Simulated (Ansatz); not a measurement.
# GaN: response to strain

Consider GaN in the wurtzite structure (space group P6_3mc, No. 186; a = 3.2184 Å, c = 5.2432 Å). Axes: x lies along a and z along c of the hexagonal cell.

Strains are applied to the cell and any free atomic positions relax; under biaxial strain the out-of-plane vector relaxes too.

The values are results of Ansatz (an electronic-structure program), PBE, PAW, cutoff 420 eV, no SOC, not measurements.

Notes on the quantities. in-plane stress: mean in-plane stress (compression positive).

| change | out-of-plane strain | in-plane stress | electron mass | band gap |
|---|---|---|---|---|
| base | – | – | 0.14 mₑ along c, 0.16 mₑ across (at Γ) | 1.71 eV |
| biaxial strain +1.20 %, plane normal [001], relaxed out of plane | -0.53 % | -4.6 GPa | 0.14 mₑ out of plane, 0.15 mₑ in plane (at Γ) | 1.58 eV |
| biaxial strain +1.80 %, plane normal [001], relaxed out of plane | -0.80 % | -6.7 GPa | 0.14 mₑ out of plane, 0.14 mₑ in plane (at Γ) | 1.50 eV |
| biaxial strain +2.40 %, plane normal [001], relaxed out of plane | -1.06 % | -8.7 GPa | 0.13 mₑ out of plane, 0.14 mₑ in plane (at Γ) | 1.42 eV |
| biaxial strain +3.00 %, plane normal [001], relaxed out of plane | -1.32 % | -10.6 GPa | 0.13 mₑ out of plane, 0.13 mₑ in plane (at Γ) | 1.34 eV |

Masses are band curvatures over ±0.01 Å⁻¹ around the edge. No phonon test of stability was made.
